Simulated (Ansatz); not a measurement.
AlN: pressure series

Consider AlN in the wurtzite structure (space group P6_3mc, No. 186).

```
CELL_PARAMETERS angstrom
      3.13023     0.00000     0.00000
     -1.56512     2.71086     0.00000
      0.00000     0.00000     5.01801
ATOMIC_POSITIONS crystal
  Al 0.33333 0.66667 0.00023
  Al 0.66667 0.33333 0.50023
  N  0.33333 0.66667 0.38177
  N  0.66667 0.33333 0.88177
```

Cell and atoms are relaxed at each pressure.

Level of theory: PBE in Ansatz (plane waves to 420 eV, PAW, scalar-relativistic without spin-orbit coupling).

Notes on the quantities. enthalpy: H = E + PV relative to the base's energy.

| case | shortest interatomic distance | band gap | enthalpy | density |
|---|---|---|---|---|
| base | 1.902 Å | 4.03 eV | – | 3.20 g/cm³ |
| pressure −2 GPa | 1.909 Å | 3.95 eV | -0.13 eV/atom | 3.16 g/cm³ |
| pressure −1 GPa | 1.906 Å | 3.99 eV | -0.07 eV/atom | 3.18 g/cm³ |
| pressure 0.9 GPa | 1.900 Å | 4.07 eV | +0.06 eV/atom | 3.21 g/cm³ |
| pressure 2.1 GPa | 1.896 Å | 4.12 eV | +0.14 eV/atom | 3.23 g/cm³ |
| pressure 4.5 GPa | 1.888 Å | 4.22 eV | +0.30 eV/atom | 3.27 g/cm³ |
| pressure 9 GPa | 1.875 Å | 4.39 eV | +0.58 eV/atom | 3.34 g/cm³ |
| pressure 15 GPa | 1.860 Å | 4.60 eV | +0.96 eV/atom | 3.42 g/cm³ |
| pressure 22.5 GPa | 1.842 Å | 4.84 eV | +1.42 eV/atom | 3.52 g/cm³ |
| pressure 30 GPa | 1.826 Å | 5.06 eV | +1.87 eV/atom | 3.62 g/cm³ |

Load acts through the strain it causes; cell and atoms are relaxed under it. Stability against distortions was not tested. Measured, AlN leaves this structure (for rock salt) near 14 GPa (temperature not stated; as listed in Datta, Sujoy, Jana, Debnarayan, arXiv (2020)), on rising pressure, with hysteresis.

Ansatz is a program for electronic structure.
